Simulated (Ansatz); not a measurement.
## BeTe: response to strain

Consider BeTe in the zinc blende structure (space group F-43m, No. 216; a = 5.604 Å).

Strains are applied to the cell and any free atomic positions relax.

Level of theory: PBEsol (Ansatz, an electronic-structure program; PAW; 420 eV plane waves; no SOC).

Notes on the quantities. hole mass: degenerate bands, along [100].

```
change                                     hole mass    band gap  smallest direct gap
------------------------  --------------------------  ----------  -------------------
base                      0.20, 0.33, 0.33 mₑ (at Γ)     1.84 eV              3.61 eV
isotropic strain −2.50 %  0.21, 0.30, 0.30 mₑ (at Γ)  (withheld)              3.54 eV
isotropic strain −2.00 %  0.21, 0.30, 0.30 mₑ (at Γ)     1.68 eV           (withheld)
isotropic strain −1.50 %  0.21, 0.31, 0.31 mₑ (at Γ)     1.72 eV              3.57 eV
isotropic strain −1.00 %  0.20, 0.32, 0.32 mₑ (at Γ)     1.76 eV              3.58 eV
isotropic strain −0.50 %  0.20, 0.33, 0.33 mₑ (at Γ)     1.80 eV              3.60 eV
isotropic strain +0.50 %  0.20, 0.34, 0.34 mₑ (at Γ)     1.87 eV              3.62 eV
isotropic strain +2.00 %  0.19, 0.37, 0.37 mₑ (at Γ)     1.98 eV           (withheld)
isotropic strain +2.50 %  0.19, 0.37, 0.37 mₑ (at Γ)     2.01 eV              3.31 eV
isotropic strain +3.00 %  0.19, 0.38, 0.38 mₑ (at Γ)     2.04 eV              3.21 eV
```

Question: Some entries are withheld; estimate them.

Answer: 
- isotropic strain −2.50 %, band gap: 1.64 eV
- isotropic strain −2.00 %, smallest direct gap: 3.55 eV
- isotropic strain +2.00 %, smallest direct gap: 3.41 eV

With Te present, leaving out spin-orbit coupling can change the band edges. Effective masses come from finite differences of ±0.01 Å⁻¹. Whether these cells are dynamically stable was not tested.
